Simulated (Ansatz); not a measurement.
# Pressure series in HfB2

Take HfB2 (space group P6/mmm, No. 191; a = 3.128 Å, c = 3.445 Å) as the base.

Cell and atoms are relaxed at each pressure.

All numbers come from DFT with PBEsol, PAW potentials and a 420 eV plane-wave cutoff in Ansatz (an electronic-structure program), scalar-relativistic without spin-orbit coupling.

```csv
pressure (GPa),volume per atom (Å³/atom)
-2,9.807
-1,9.768
0,9.731
0.9,?
2.1,9.655
4.5,9.570
9,9.421
15,9.238
22.5,9.031
```

Problem. Fit the third-order Birch–Murnaghan form P(V) = (3B₀/2)[(V₀/V)^(7/3) − (V₀/V)^(5/3)]·[1 + (3/4)(B₀′ − 4)((V₀/V)^(2/3) − 1)] (squares taken in P) to the rows shown and predict the withheld row.

Solution. Least squares on the printed values gives V₀ = 9.731 Å³/atom, B₀ = 261 GPa, B₀′ = 3.8; this predicts 9.698 Å³/atom, and the run gives 9.698 Å³/atom, in agreement.

Load acts through the strain it causes; cell and atoms are relaxed under it. No phonon test of stability was made. No other phases were tried under pressure. All final runs are without spin polarisation.
